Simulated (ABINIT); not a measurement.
A self-consistent single point of SnSb (Fm-3m, 2 atoms in the cell) with ABINIT.

Level of theory: LDA (PW92), norm-conserving pseudopotentials (PseudoDojo nc-sr-04 LDA standard) (plane waves; ABINIT).

```yaml
crystal:
  lattice:
    - [0.00000, 3.06931, 3.06931]
    - [3.06931, 0.00000, 3.06931]
    - [3.06931, 3.06931, 0.00000]
  atoms:
    - { symbol: Sn, position: [0.50000, 0.50000, 0.50000] }
    - { symbol: Sb, position: [0.00000, 0.00000, 0.00000] }
```

Reference input (self-consistent single point, DFT, PBEsol, plane waves, norm-conserving pseudopotentials (PseudoDojo nc-sr-04 PBEsol standard)): pseudos = [Sn.upf, Sb.upf]; ecut = 1088 eV; occopt = 3; tsmear = 0.00367493 Ha; ngkpt = 12 12 12; nshiftk = 1; shiftk = 0 0 0; potentials = PseudoDojo nc-sr-04 PBEsol standard; nband = 21; kptopt = 1; nstep = 80; toldfe = 1e-09 Ha. This run's input differs from it in these lines:

```diff
@@ -1,2 +1,2 @@
-# SnSb, PseudoDojo nc-sr-04 PBEsol standard
+# SnSb, PseudoDojo nc-sr-04 LDA standard
 pp_dirpath "./"
@@ -15,3 +15,3 @@
          0.0000000000    0.0000000000    0.0000000000
-ecut 1088 eV
+ecut 1143 eV
 occopt 3
```

Its files differ too (potentials: PseudoDojo nc-sr-04 PBEsol standard → PseudoDojo nc-sr-04 LDA standard).

Log, with long lists cut:

```
--- !BeginCycle
solver: {iscf: 7, nstep: 80, nline: 4, wfoptalg: 0, }
tolerances: {toldfe: 1.00E-09, }
...

     iter   Etot(hartree)      deltaE(h)  residm     vres2
 ETOT  1  -168.76482890222    -1.688E+02 7.520E-01 1.277E+01
 ETOT  2  -169.28308040282    -5.183E-01 1.869E-02 1.631E+01
 ETOT  3  -169.28503276037    -1.952E-03 1.088E-02 3.946E+00
 ETOT  4  -169.28557915942    -5.464E-04 1.675E-03 4.030E-02
 ETOT  5  -169.28558356053    -4.401E-06 1.472E-03 4.582E-03
 ETOT  6  -169.28558425644    -6.959E-07 1.018E-03 5.629E-04
 ETOT  7  -169.28558433644    -8.000E-08 8.488E-04 2.359E-07
 ETOT  8  -169.28558433630     1.432E-10 7.917E-04 1.328E-06
 ETOT  9  -169.28558433650    -2.080E-10 4.979E-04 8.754E-09
 At SCF step    9, etot is converged :
  for the second time, diff in etot=  2.080E-10 < toldfe=  1.000E-09

 Cartesian components of stress tensor (hartree/bohr^3)
  sigma(1 1)=  9.08389222E-05  sigma(3 2)=  0.00000000E+00
  sigma(2 2)=  9.08389222E-05  sigma(3 1)=  0.00000000E+00
  sigma(3 3)=  9.08389222E-05  sigma(2 1)=  0.00000000E+00

 ----iterations are completed or convergence reached----

 reduced coordinates (array xred) for    2 atoms
       0.500000000000      0.500000000000      0.500000000000
       0.000000000000      0.000000000000      0.000000000000
 cartesian forces (eV/Angstrom) at end:
    1     -0.00000000000000    -0.00000000000000    -0.00000000000000
    2     -0.00000000000000    -0.00000000000000    -0.00000000000000
 frms,max,avg= 0.0000000E+00 0.0000000E+00   0.000E+00  0.000E+00  0.000E+00 e/A
   [... lines left out ...]
 Fermi (or HOMO) energy (hartree) =   0.21909   Average Vxc (hartree)=  -0.38778
   [... lines left out ...]
total_energy        : -1.69285584336505E+02
total_energy_eV     : -4.60649501734504E+03
band_energy         : -1.36171018885733E+01
...

-Cartesian components of stress tensor (GPa)         [Pressure= -2.6726E+00 GPa]
- sigma(1 1)=  2.67257291E+00  sigma(3 2)=  0.00000000E+00
- sigma(2 2)=  2.67257291E+00  sigma(3 1)=  0.00000000E+00
- sigma(3 3)=  2.67257291E+00  sigma(2 1)=  0.00000000E+00

 Calculation completed.
```

The run converged in 9 iterations. Against the reference run the pressure goes from -1.46 to -2.67 GPa.

The starting cell comes from a database of computed structures (which also holds hypothetical and non-ambient phases and stackings), without a prior relaxation at this level.

Cost on one core of a shared machine: roughly 2 min.
